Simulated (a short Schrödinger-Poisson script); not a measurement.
Structure: MOS inversion layer, Al2O3 on p-type Si(100), at 300 K.

From the gate side: 6.8 nm Al2O3; 540 nm Si, acceptors 6.2e17 cm⁻³.

The device is made up for the run: typed textbook-type constants, with dimensions and the other settings drawn at random. Al2O3: permittivity 9, conduction-band edge (eV) 2.7, gap (eV) 6.8, electron mass (mₑ) 0.3. Si: permittivity 11.7, conduction-band edge (eV) 0, gap (eV) 1.124, Nv at 300 K (cm⁻³) 3.1e19.

Channel valleys (confinement mass, in-plane density-of-states mass, number): Δ2 0.916, 0.19, 2; Δ4 0.19, 0.417, 4. At the gate the conduction-band edge of layer 1 lies 3.04 eV − eVg above the Fermi level of the channel; the field vanishes at the back. Gaps are held at their typed values at every temperature. Mesh 0.03 nm at interfaces.

From a short Schrödinger-Poisson script (our own, NumPy): 1D Poisson equation in equilibrium, electrons quantum, Hartree (BenDaniel-Duke, 12 states a valley, the channel's in-plane mass for all, wave functions ending at the dielectric), parabolic valleys, classical holes, full ionisation, no traps, pinning or gate leakage.

```tsv
Vg (V)	electrons (cm⁻²)	C (μF/cm²)	Δ2 E0 (meV from the Fermi level)	Δ4 E0 (meV from the Fermi level)
0.6	2.47e9	0.209	201.3	265.4
0.7	4.40e10	0.338	126.1	192.4
0.8	2.93e11	0.675	76.0	144.7
0.9	7.41e11	0.838	50.4	121.9
1	1.27e12	0.906	34.7	109.0
1.1	1.84e12	0.942	23.4	100.4
1.2	2.43e12	0.964	14.4	94.0
1.3	3.03e12	0.979	6.8	89.0
1.4	3.64e12	0.990	0.2	84.8
1.5	4.26e12	0.998	-5.8	81.3
1.6	4.88e12	1.01	-11.3	78.2
1.7	5.51e12	1.01	-16.4	75.4
1.8	6.14e12	1.02	-21.2	72.9
1.9	6.77e12	1.02	-25.8	70.6
2	7.41e12	1.02	-30.2	68.4
2.1	8.05e12	1.03	-34.4	66.4
2.2	8.69e12	1.03	-38.5	64.5
```

Gate voltages with under 1e9 electrons/cm² are left out.

Problem. At Vg = 2.2 V the lowest Δ2 subband lies at -38.5 meV from the Fermi level. How many electrons does it hold, and what share of all?

Solution. The two-dimensional density of states is g m/(πħ²) = 1.59e11 cm⁻² meV⁻¹ (both spins), kT = 25.9 meV, so n = D kT ln(1 + exp(−E/kT)) = 6.95e12 cm⁻², 0.80 of the 8.69e12 cm⁻² in all.

Problem. Compare the slope of the sheet density between 2 and 2.2 V with the geometric capacitance of the layers between gate and channel.

Solution. q Δn/ΔV = 1.03 μF/cm²; ε0/Σ(t/ε) = 1.17 μF/cm². The ratio is 0.87: the channel acts as a further capacitance in series.
